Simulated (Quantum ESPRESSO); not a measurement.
Worked example: self-consistent single point of AgAsS (Pnma, 12 atoms in the cell) in Quantum ESPRESSO.

Method: PBEsol, PSlibrary ultrasoft (PBE) pseudopotentials (plane waves; Quantum ESPRESSO).

```
AgAsS
1.0
   12.35063     0.00000     0.00000
    0.00000     4.04438     0.00000
    0.00000     0.00000     6.19879
Ag As S
4 4 4
Direct
  0.83154   0.25000   0.93409
  0.16846   0.75000   0.06591
  0.66846   0.75000   0.43409
  0.33154   0.25000   0.56591
  0.48883   0.25000   0.86465
  0.51117   0.75000   0.13535
  0.01117   0.75000   0.36465
  0.98883   0.25000   0.63535
  0.15583   0.25000   0.79735
  0.84417   0.75000   0.20265
  0.34417   0.75000   0.29735
  0.65583   0.25000   0.70265
```

Reference input (self-consistent single point, DFT, PBEsol, plane waves, GBRV 1.5 ultrasoft (PBESOL) pseudopotentials): ecutwfc = 40 Ry; ecutrho = 320 Ry; occupations = smearing; smearing = fd; degauss = 0.0073499 Ry; potentials = {Ag: ag_pbesol_v1.4.uspp.F.UPF, As: as_pbesol_v1.uspp.F.UPF, S: s_pbesol_v1.4.uspp.F.UPF}; K_POINTS = automatic 2 7 5 0 0 0; conv_thr = 1e-11 Ry; mixing_beta = 0.4. This run's input differs from it in these lines:

```diff
@@ -16,4 +16,4 @@
   ntyp = 3
-  ecutwfc = 40
-  ecutrho = 320
+  ecutwfc = 50
+  ecutrho = 300
   occupations = 'smearing'
@@ -21,2 +21,3 @@
   degauss = 0.0073499
+  input_dft = 'pbesol'
 /
@@ -27,5 +28,5 @@
 ATOMIC_SPECIES
-Ag   107.8682  ag_pbesol_v1.4.uspp.F.UPF
-As    74.9216  as_pbesol_v1.uspp.F.UPF
-S     32.0600  s_pbesol_v1.4.uspp.F.UPF
+Ag   107.8682  Ag.pbe-n-rrkjus_psl.1.0.0.UPF
+As    74.9216  As.pbe-n-rrkjus_psl.1.0.0.UPF
+S     32.0600  S.pbe-n-rrkjus_psl.1.0.0.UPF
 ATOMIC_POSITIONS {angstrom}
```

The program printed (abridged):

```
     Self-consistent Calculation

     iteration #  1     ecut=    50.00 Ry     beta= 0.40

---- Real-time Memory Report at c_bands before calling an iterative solver
           641 MiB given to the printing process from OS
           384 MiB allocation reported by mallinfo(arena+hblkhd)
------------------

     Threshold (ethr) on eigenvalues was too large:
     Diagonalizing with lowered threshold

---- Real-time Memory Report at c_bands before calling an iterative solver
           937 MiB given to the printing process from OS
           404 MiB allocation reported by mallinfo(arena+hblkhd)
------------------

   [... lines left out ...]

---- Real-time Memory Report at c_bands before calling an iterative solver
           971 MiB given to the printing process from OS
           439 MiB allocation reported by mallinfo(arena+hblkhd)
------------------

     total energy              =    -501.18316435 Ry
     estimated scf accuracy    <          9.0E-11 Ry

     iteration # 13     ecut=    50.00 Ry     beta= 0.40

---- Real-time Memory Report at c_bands before calling an iterative solver
           971 MiB given to the printing process from OS
           439 MiB allocation reported by mallinfo(arena+hblkhd)
------------------
     End of self-consistent calculation

     the Fermi energy is     5.2719 ev

!    total energy              =    -501.18316435 Ry
     estimated scf accuracy    <          2.0E-12 Ry
     smearing contrib. (-TS)   =      -0.00309648 Ry
     internal energy E=F+TS    =    -501.18006787 Ry

     convergence has been achieved in  13 iterations

     Forces acting on atoms (cartesian axes, Ry/au):

     atom    1 type  1   force =    -0.00120408    0.00000000    0.00406856
     atom    2 type  1   force =     0.00120408    0.00000000   -0.00406856
     atom    3 type  1   force =     0.00120408    0.00000000    0.00406856
     atom    4 type  1   force =    -0.00120408    0.00000000   -0.00406856
     atom    5 type  2   force =     0.01010391    0.00000000    0.00287155
   [... lines left out ...]

     Total force =     0.023879     Total SCF correction =     0.000002

          total   stress  (Ry/bohr**3)                   (kbar)     P=      -60.66
  -0.00043750   0.00000000   0.00000000          -64.36        0.00        0.00
   0.00000000  -0.00036576   0.00000000            0.00      -53.81        0.00
   0.00000000   0.00000000  -0.00043377            0.00        0.00      -63.81

   JOB DONE.
```

The run converged in 13 iterations. Against the reference run the pressure moves little (-6.11 to -6.07 GPa) and the largest force goes from 0.293 to 0.270 eV/Å.

The starting cell comes from a database of computed structures (which also holds hypothetical and non-ambient phases and stackings), without a prior relaxation at this level. Its lattice was rescaled by a random factor within 2.5 % of one. With a pressure of about -6 GPa the cell is away from its equilibrium volume at this level. The run gives no clean gap (levels at the Fermi energy touch, overlap or are partly filled at this smearing), which alone does not show that the compound is a metal.

Cost on one core of a shared machine: roughly 6 min.
